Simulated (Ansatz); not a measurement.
Take Sr in the fcc (Cu type) structure (space group Fm-3m, No. 225) as the base.

```xyz
1
Lattice="0.0000 2.9613 2.9613 2.9613 0.0000 2.9613 2.9613 2.9613 0.0000" Properties=species:S:1:pos:R:3 pbc="T T T"
Sr     0.0000     0.0000     0.0000
```

Cartesian axes are those of the cell as printed.

The values are results of PBEsol/PAW in Ansatz (a quantum-chemistry and plane-wave program), without spin-orbit coupling, not measurements.

Before the change:

The band gap comes out as zero. The volume per atom is 51.93 Å³.

Modification: compressive biaxial strain of 0.42 % in the plane normal to [111], as in epitaxy on a mismatched substrate; the out-of-plane cell vector and the atoms relax.

**Question.** Predict the new band gap.

**Answer.** The band gap is still zero.

**Question.** How does this affect the energy relative to the base?

**Answer.** The energy hardly moves.

**Question.** Estimate the effect on the volume per atom.

**Answer.** The volume per atom drops by 0.37 Å³, from 51.93 Å³ to 51.56 Å³.

Stability against distortions was not tested.
